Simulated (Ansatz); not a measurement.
Cu: response to strain

Take Cu in the fcc (Cu type) structure (space group Fm-3m, No. 225; a = 3.577 Å; relaxed with 0.1 eV smearing) as the base. Axes: x, y, z lie along the cube axes.

Strains are applied to the cell and any free atomic positions relax.

All numbers come from plane-wave PAW DFT at the r2SCAN level (Ansatz, a program for electronic structure, 500 eV), spin-orbit coupling left out.

Notes on the quantities. energy relative to the base: free energy F.

```json
[
 {"uniaxial strain ε_zz (%)": "-3", "energy relative to the base (meV/atom)": "6.8"},
 {"uniaxial strain ε_zz (%)": "-2.5", "energy relative to the base (meV/atom)": "4.7"},
 {"uniaxial strain ε_zz (%)": "-2", "energy relative to the base (meV/atom)": "?"},
 {"uniaxial strain ε_zz (%)": "-1.5", "energy relative to the base (meV/atom)": "1.7"},
 {"uniaxial strain ε_zz (%)": "-1", "energy relative to the base (meV/atom)": "0.7"},
 {"uniaxial strain ε_zz (%)": "-0.5", "energy relative to the base (meV/atom)": "0.2"},
 {"uniaxial strain ε_zz (%)": "0", "energy relative to the base (meV/atom)": "0.0"}
]
```

Problem. Fit ΔE = Aε² + Bε³ (ε in %) to the rows shown and predict the withheld row.

Solution. Least squares on the printed values gives A = 0.735 and B = -0.0069 meV/atom (largest residual 0.0 meV/atom); this predicts 3.0 meV/atom, and the run gives 3.0 meV/atom, in agreement.

No phonon test of stability was made. All final runs are without spin polarisation.
